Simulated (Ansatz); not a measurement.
**Hypothetical anti-perovskite Mg3SiO: pressure series**

Start from Mg₃SiO in the anti-perovskite structure (space group Pm-3m, No. 221; a hypothetical phase, not in the database extracts checked).

```
Mg3SiO
1.0
    4.22219     0.00000     0.00000
    0.00000     4.22219     0.00000
    0.00000     0.00000     4.22219
Mg Si O
3 1 1
Direct
  0.00000   0.50000   0.50000
  0.50000   0.00000   0.50000
  0.50000   0.50000   0.00000
  0.00000   0.00000   0.00000
  0.50000   0.50000   0.50000
```

Cell and atoms are relaxed at each pressure.

Calculations: PBE (Ansatz, a program for electronic structure; PAW; 420 eV plane waves; no SOC).

Two rows of this table had their results exchanged by mistake.

```csv
pressure,volume per atom (Å³),shortest distance (Å),band gap
pressure −2 GPa,15.45,2.130,zero
pressure −1 GPa,15.25,2.120,zero
pressure 0.3 GPa,15.00,2.109,zero
pressure 0.7 GPa,14.93,2.105,zero
pressure 1.5 GPa,14.24,2.072,zero
pressure 3 GPa,14.54,2.087,zero
pressure 5 GPa,14.79,2.099,zero
pressure 7.5 GPa,13.90,2.056,zero
pressure 10 GPa,13.61,2.041,zero
```

Q: Which two?

A: The rows for pressure 1.5 GPa and pressure 5 GPa: the volume has to fall steadily with pressure, so 14.79 Å³ belongs to pressure 1.5 GPa and 14.24 Å³ to pressure 5 GPa.

Load acts through the strain it causes; cell and atoms are relaxed under it. Whether these cells are dynamically stable was not tested. No other phases were tried under pressure. The final runs are not spin-polarised. The zero or small gap of Mg3SiO can change with the level of theory.
